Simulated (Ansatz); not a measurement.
C (R-3m), r2SCAN, rigid bands in Ansatz (an electronic-structure program): Condition of this run: uniaxial stress along [111] of 11 GPa (compression positive) (the target of the relaxation). band gap 4.37 eV, N_c = 5.46e19 cm⁻³ and N_v = 1.70e19 cm⁻³ at 300 K, conductivity masses of 0.387 mₑ (electrons) and 0.448 mₑ (holes). Take k_BT = 0.02585 eV.

Q: What built-in voltage has an abrupt junction with N_A = 1e16 and N_D = 1e17 cm⁻³, all dopants ionised?

A: V_bi = E_g/e − (k_BT/e) ln(N_c N_v/(N_A N_D)) = 4.37 − 0.02585 × 13.74 = 4.01 V. It follows the computed gap one for one.

Q: Find the intrinsic carrier density and the intrinsic Fermi level.

A: n_i = √(N_c N_v) exp(−E_g/2k_BT) = 3.05e19 × exp(−84.52) = 6.0e-18 cm⁻³. The level lies (k_BT/2) ln(N_v/N_c) = -15 meV from mid-gap (positive towards the conduction band). Each 0.1 eV added to the gap lowers n_i by a factor of 6.9.

Q: A film of it is 5 nm thick. Estimate the confinement energies in an infinite well.

A: ħ²π²/(2m t²) = 0.376 eV·nm²/(m/mₑ × t²) gives 38.9 meV for electrons and 33.6 meV for holes, so the gap would widen to about 4.44 eV. Finite barriers and nonparabolic bands lower this, and with several valleys or bands the heaviest mass along the normal sets the lowest level, not this average.

Rigid, parabolic bands with the computed gap; masses take one relaxation time for all states. Spin-orbit coupling is left out. Geometry: cell and atoms relaxed with PBEsol.
